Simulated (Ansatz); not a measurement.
What pressure 100 GPa does to TiSi2

The parent structure is TiSi$_{2}$ (space group Cmcm, No. 63; a = 3.5459 Å, b = 13.5650 Å, c = 3.5797 Å).

It is then changed as follows: cell and atoms relaxed at a pressure of 100 GPa.

Computed with DFT with PBE, PAW potentials and a 420 eV plane-wave cutoff in Ansatz (a first-principles code), no SOC, earlier PAW set. Settings: 14×14×13 k-points, 0.05 eV Fermi–Dirac smearing.

The volume per atom decreases by 4.40 Å³ (14.35 Å³ → 9.95 Å³) and the density rises by 1.78 g/cm³, from 4.01 g/cm³ to 5.79 g/cm³. The shortest interatomic distance drops by 0.143 Å, from 2.404 Å to 2.261 Å and the enthalpy H = E + PV relative to the base's energy comes out as +7.21 eV/atom. The band gap is still zero.

Cost of the whole job for the changed cell (relaxation, final SCF and bands): very roughly 4 core-minutes.

Load acts through the strain it causes; cell and atoms are relaxed under it. Whether these cells are dynamically stable was not tested. No other phases were tried under pressure. All final runs are without spin polarisation.
